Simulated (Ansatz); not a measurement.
**SnS$_{2}$ (P-3m1): band-edge transport data**

Here is the system:

```
CELL_PARAMETERS angstrom
      3.66944     0.00000     0.00000
     -1.83472     3.17783     0.00000
      0.00000     0.00000     5.80667
ATOMIC_POSITIONS crystal
  Sn 0.00000 0.00000 0.00000
  S  0.33333 0.66667 0.25459
  S  0.66667 0.33333 0.74541
```

Method: PBE+D3BJ, rigid bands (plane waves, PAW, scalar-relativistic; Ansatz, a quantum-chemistry and plane-wave program). Condition of this run: functional PBE, cell relaxed with it. Geometry: cell and atoms relaxed with PBE+d3bj.

```json
{
 "band_gap": "1.22 eV",
 "electron conductivity mass (300 K, dilute)": "0.37 (x), 0.37 (y), 0.55 (z) mₑ",
 "hole conductivity mass (300 K, dilute)": "3.3 (x), 3.3 (y), 0.35 (z) mₑ",
 "effective density of states N_c (300 K)": "4.4e19 cm⁻³",
 "effective density of states N_v (300 K)": "2.0e20 cm⁻³",
 "density_of_states_mass_electrons": "1.45 mₑ",
 "density_of_states_mass_holes": "3.9 mₑ",
 "Seebeck coefficient, n-type 1e19 cm⁻³, 300 K": "-347 μV/K",
 "best n-type power factor at 300 K for τ = 10 fs (best axis; densities from 1e16 to 1e21 cm⁻³ tried, whether or not they can be reached)": "22 μW/(cm·K²) at 3e20 cm⁻³",
 "Seebeck coefficient, p-type 1e19 cm⁻³, 300 K": "444 μV/K",
 "best p-type power factor at 300 K for τ = 10 fs (best axis; densities from 1e16 to 1e21 cm⁻³ tried, whether or not they can be reached)": "37 μW/(cm·K²) at 1e20 cm⁻³"
}
```

Rigid bands; masses and Seebeck coefficients take one relaxation time τ for all states and one kind of carrier; polarons and phonon drag are left out. Spin-orbit coupling is left out; where it splits the top of the valence band, N_v and the p-type Seebeck coefficient come out somewhat high without it. Geometry: cell and atoms relaxed with PBE+D3(BJ).
